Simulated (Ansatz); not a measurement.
Defect calculation: Ir on the Ga site in metastable alpha Ga2O3

All values below come from PBE, PAW (plane waves to 420 eV; Ansatz, a first-principles code). A supercell of 120 sites (2×2×1 repeats of a cell of 30 atoms) was used; the energies come from a 2×2×2 Γ-centred sampling of its zone. Site at the start: the Ga site. Charged cells carry a point-charge image correction with potential alignment at far atoms. Dielectric constants: PBE linear response of the host. Host gap at this level: 2.40 eV. These values are not converged in cell size to better than tenths of an eV. Levels are measured in PBE's own, too narrow, gap. Spin–orbit coupling is left out, which matters for these heavy elements. Each state is the lowest found from its start.

Formation energies E_f are given with the Fermi level at the valence-band maximum. Chemical conditions: O-rich (Δμ(Ga) = -4.48 eV, Δμ(Ir) = -2.38 eV, bounded by rutile IrO2; only phases computed here count, gases as isolated molecules at 0 K). Reference phases: Ga: alpha gallium, Ir: fcc Ir.

Charges with a result: +2, +1, 0, −1. Others weren't obtained, and one of them could lie lower, also by skipping a charge.

```tsv
charge	moment (μB)	point group	largest move off a lattice site (Å)	image correction with alignment (eV)	E_f, O-rich (eV)	above the lowest spin state (eV)
+2	2.0	C1	0.21	0.73	-0.59	0.00
+2†	not spin-polarised	–	0.21	0.71	–	0.32
+1	1.0	C3	0.16	0.25	0.24	0.00
+1	1.0	C3	0.16	0.25	0.24	0.00
0	not spin-polarised	C3	0.14	0.00	1.83	0.00
0	0.0	C3	0.14	0.00	1.83	0.00
−1*	quenched	C3	0.14	–	–	0.00
−1*	quenched	C3	0.14	–	–	0.00
```

* At this level the carrier isn't localised at the defect: at charge −1 electrons occupy the conduction band. Such a state is shallow or no state of the defect, and this cell gives it no level.

† A state of higher energy that isn't settled.

Point groups are those of the whole cell at tolerances of 0.03 and 0.1 Å ("near" where only the looser one holds); none is given for unsettled states.

Starting moments that weren't kept: charge +2 began with 4 μB and ended with 2.0; charge +1 began with 5 μB and ended with 1.0; charge 0 began with 4 μB and ended with 0.0; charge −1 began with 1 μB and ended with 0.0; charge −1 began with 3 μB and ended with 0.0.

Transition levels above the valence-band maximum: ε(+2/+1) = 0.84 eV; ε(+1/0) = 1.59 eV. On the lower envelope of the bound states, inside the gap: (+2/+1) at 0.84 eV; (+1/0) at 1.59 eV.

Flagged in the runs: a host whose relaxation on this sampling wasn't shown to rest.
